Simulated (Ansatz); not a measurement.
A calculation on NbAs (I4₁md, No. 109, 4 atoms in the cell; start mp-2059) returned lattice constant a 3.451 Å, lattice parameter c 11.721 Å, equilibrium volume per atom 17.45 Å³/atom.

Question: Which level of theory produced these numbers?
A. LDA (Ansatz, a first-principles code)
B. PBEsol (Ansatz)
C. r²SCAN+rVV10 (Ansatz)
D. PBE-D3(BJ) (Ansatz)

Answer: C, r²SCAN+rVV10 (Ansatz)

The others give: LDA 3.418 Å, 11.529 Å, 16.83 Å³/atom; PBE-D3(BJ) 3.440 Å, 11.557 Å, 17.09 Å³/atom; PBEsol 3.439 Å, 11.593 Å, 17.14 Å³/atom.

Unless a cell is named, each level is at its own relaxed cell (LDA 16.83, PBE-D3(BJ) 17.09, PBEsol 17.14, r²SCAN+rVV10 17.45 Å³/atom).

Caveats: the relaxation could not lower the start's symmetry, so the cell can be a saddle point above a distorted one (LDA, PBE-D3(BJ), PBEsol, r²SCAN+rVV10). Ansatz's density-functional and Hartree–Fock values are scalar-relativistic unless marked +SOC, with PAW data made under PBE.

A start named mp-… is a Materials Project structure, which need not be a measured phase.
